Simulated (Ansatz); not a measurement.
Start from MoS2 in the 3R-MoS2 type structure (space group R3m, No. 160; layered, stacked along the Cartesian z axis).

```yaml
crystal:
  lattice:
    - [1.55787, 0.89944, 5.78587]
    - [-1.55787, 0.89944, 5.78587]
    - [0.00000, -1.79888, 5.78587]
  atoms:
    - { symbol: Mo, position: [0.00004, 0.00004, 0.00004] }
    - { symbol: S, position: [0.75646, 0.75646, 0.75646] }
    - { symbol: S, position: [0.57680, 0.57680, 0.57680] }
```

Cartesian axes are those of the cell as printed.

Level of theory: Ansatz (a first-principles code), PBEsol-D3(BJ), PAW, cutoff 420 eV, no spin-orbit coupling, earlier PAW set.

Strains are applied to the cell and any free atomic positions relax; under biaxial strain the out-of-plane vector relaxes too.

One change was made to it. Results:

```csv
quantity,base,after
band gap,0.50 eV,0.52 eV
smallest direct gap,1.87 eV,1.81 eV
```

Question: Which change produced these results?
A) biaxial strain −4.68 %, plane normal [001], relaxed out of plane
B) biaxial strain −3.27 %, plane normal [001], relaxed out of plane
C) uniaxial strain ε_zz = +5.87 %
D) uniaxial strain ε_xx = +1.05 %

Answer: D, uniaxial strain ε_xx = +1.05 %. For comparison, the band gap in the other runs: uniaxial strain ε_zz = +5.87 % gives 0.86 eV; biaxial strain −4.68 %, plane normal [001], relaxed out of plane gives 0.68 eV; biaxial strain −3.27 %, plane normal [001], relaxed out of plane gives 0.61 eV.

Whether these cells are dynamically stable was not tested.
